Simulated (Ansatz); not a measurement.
Consider N-vacancy pair (N on one host O site, one O site vacant) in monoclinic HfO2, charge state +1. The step: the N atom itself jumps into the vacancy (N-vacancy distance between ideal sites 2.55 Å throughout); the atom moves 1.93 Å along (0.36, 0.09, 0.13) of the unit cell; the moving atom starts with neighbours Hf at 2.01, Hf at 2.03, Hf at 2.16 Å and ends with Hf at 2.08, Hf at 2.12, Hf at 2.27, Hf at 2.30; O at 2.66 Å. DFT values are from Ansatz (plane-wave PAW, 420 eV unless said) in a cell of 96 host sites, spin-restricted, static, with no finite-size correction. The charge state is imposed; whether it is stable for some Fermi level was not computed. Forms of the defect that were not tried may lie lower. The start lies 1.11 eV above the lowest site run (PBE). For the PBE band: the saddle point's order was not checked.

| Level | Forward barrier (eV) | Cost of the band or of the saddle's single point |
|---|---|---|
| CHGNet universal potential (has no charge state), its own band | 0.26 | - |
| PBE, the Γ point alone, band relaxed | 0.22 | roughly 28 core-minutes |
| PBE, a 2×2×2 k-point mesh shifted by half a step, same geometries | 0.22 | about 9 core-minutes (a rough figure) |
| r2SCAN at 500 eV, the Γ point alone, same geometries | 0.21 | very roughly 2.6 core-minutes |

Ansatz is a program for electronic structure.
